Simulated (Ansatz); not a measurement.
L1₀ (CuAu-type) FePt, treated with BLYP in Ansatz (PAW).

Total energies, extrapolated to zero smearing (they compare only within this program, potentials and cutoff):

Magnetic elements are taken in their magnetic phases.

| system | energy (eV/atom) |
|---|---|
| L1₀ (CuAu-type) FePt, relaxed | -8518.8516 |
| bcc Fe | -4488.1675 |
| fcc Pt | -12549.0547 |

Q: Work out the enthalpy of formation per atom.

A: ΔH_f ≈ ΔE = -8518.8516 − [1 × (-4488.1675) + 1 × (-12549.0547)]/2 = -0.240 eV/atom (0 K, no vibrations). The reference value is -0.238 ± 0.02 eV/atom (measured, 298 K, copied from a table, unchecked, not corrected to a static lattice; as tabulated in Wang et al. (2021), doi:10.1038/s41598-021-94550-5), a difference of -0.002 eV/atom.

Spin–orbit coupling is left out; its size isn't shown.

The PAW data were made under PBE.

The crystal was run with parallel moments.

Note: an element that serves as reference has a cell well above its measured volume.

Ansatz is an electronic-structure program.
